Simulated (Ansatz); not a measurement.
The starting structures come from a database of crystals and need not be the phases stable at ambient conditions.

 Where the default PAW files enter, the runs use the earlier of Ansatz's two default sets.

By PBEsol, the system below comes out a metal.

The ballistic (Sharvin) conductance counts the channels at the Fermi level: G/A = (e²/h) × channels of both spins per area.

Given:

```yaml
crystal:
  lattice:
    - [2.85291, 0.00000, 0.00000]
    - [0.00000, 9.27444, 0.00000]
    - [1.42645, 0.00000, 2.47069]
  atoms:
    - { symbol: Ag, position: [0.00000, 0.00000, 0.00000] }
    - { symbol: Ag, position: [0.00000, 0.50000, 0.00000] }
    - { symbol: Ag, position: [0.33333, 0.75000, 0.33333] }
    - { symbol: Ag, position: [0.66667, 0.25000, 0.66667] }
```

Space group of this cell: P6_3/mmc. The cell is strained (all lengths scaled by 0.98); by PBEsol its mean pressure is 2.5 GPa.

The current flows along the normal of the first two printed cell vectors, the (100) plane of the conventional cell. No spin-orbit coupling; the value is a mean over 0.1 eV about the Fermi level.

Compute, with Ansatz (an electronic-structure program) with PBEsol, the ballistic conductance per area.

0.86 × 10¹⁵ S/m² for both spins.
